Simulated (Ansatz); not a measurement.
System: MoPd (model structure, Fm-3m, No. 225, 2 atoms in the cell). Method: PBEsol (Ansatz, an electronic-structure program, PAW).

Settings: plane-wave cutoff 520 eV, 20×20×20 k mesh, Fermi–Dirac smearing 0.05 eV, no spin polarisation, scalar-relativistic PAW data made under PBE.

Cell (relaxed at this level):

Space group Fm-3m (No. 225); a = 5.145 Å, b = 5.145 Å, c = 5.145 Å, α = 90.00°, β = 90.00°, γ = 90.00°

| atom | site | symmetry | x | y | z |
|---|---|---|---|---|---|
| Pd | 4a | m-3m | 0.0000 | 0.0000 | 0.0000 |
| Mo | 4b | m-3m | 0.5000 | 0.5000 | 0.5000 |
(The calculation used a cell of 2 atoms; values per cell refer to that cell.)

### Question
Estimate the bulk modulus that the calculation returns.

### Answer

* **bulk modulus**: 193 GPa

Note: the run has no spin polarisation, so it can have missed a magnetic state; the bulk modulus is −V dP/dV from two relaxed cells at ±2 % in volume; the relaxation could raise the start's symmetry but not lower it, so the cell can be a saddle point.

Computed values are for the static lattice.

Computing time: about 40 core-seconds (a rough figure).

A model structure was made by putting elements into a prototype or built by hand; it is no filed structure, need not be a known phase, and can be a saddle point held by its symmetry.
